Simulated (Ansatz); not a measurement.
**Sensitivity of a calculation on MoS2 (R3m, 3 atoms in the cell) to its settings**

```
MoS2
1.0
    1.56031     0.90084     6.35246
   -1.56031     0.90084     6.35246
    0.00000    -1.80169     6.35246
Mo S
1 2
Cartesian
  0.00000   0.00000  19.05318
  0.00000   0.00000   7.86949
  0.00000   0.00000   4.82729
```

Base run A: PBE0, PAW files made with PBE (Ansatz, a first-principles code), self-consistent single point.

Its settings: basis.ecutwfc = 420 eV; kpoints.mp_grid.grid = 5 5 5; kpoints.mp_grid.shift = 0.5 0.5 0.5; hamiltonian.xc = pbe0; hamiltonian.pseudopotentials = {kind: paw} (the program's default PAW files); scf.occupations.method = fixed.

The starting cell comes from a database of computed structures (which also holds hypothetical and non-ambient phases and stackings), without a prior relaxation at this level. Its lattice was rescaled by a random factor within 2.5 % of one. Spin polarisation is off. In the base run, with a pressure of about 6 GPa the cell is away from its equilibrium volume at this level. Ansatz's pressure includes its estimate of the finite-basis (Pulay) stress.

ΔF is the free energy per atom less that of run A. A dash stands where there is no value to compare (another energy zero or no entropy term, no result, no spin, no clean gap, or a mesh too coarse for one). Total energies depend on the potentials, the functional and any Hubbard or dispersion term, so they are compared only between runs that share all of them.

Runs:
- B: hamiltonian.xc: pbe0 → pbe [PBE]
- C: hamiltonian.xc: pbe0 → hse06 [HSE06]
- D: scf.convergence.dr2_threshold: default (1e-07 eV) → 0.001 eV
- E: scf.mixing.algorithm: default (the program chose MSR1) → broyden; scf.mixing.beta: default → 0.05
- F: basis.precision: default → f64

```tsv
run	ΔF (meV/atom)	pressure (GPa)	largest force (eV/Å)
A	0.00	6.50	0.767
B	–	11.13	1.248
C	–	6.54	0.756
D	0.00	6.50	0.767
E	0.00	6.50	0.767
F	0.00	6.50	0.767
```

Run E against A: The free energy hardly moves (within 1 meV/atom), the pressure stays at 6.50 GPa and the largest force stays at 0.767 eV/Å.

Run B against A: The pressure goes from 6.50 to 11.13 GPa and the largest force goes from 0.767 to 1.248 eV/Å.

Run C against A: The pressure moves little (6.50 to 6.54 GPa) and the largest force goes from 0.767 to 0.756 eV/Å.

Keys are those of Ansatz 0.2.
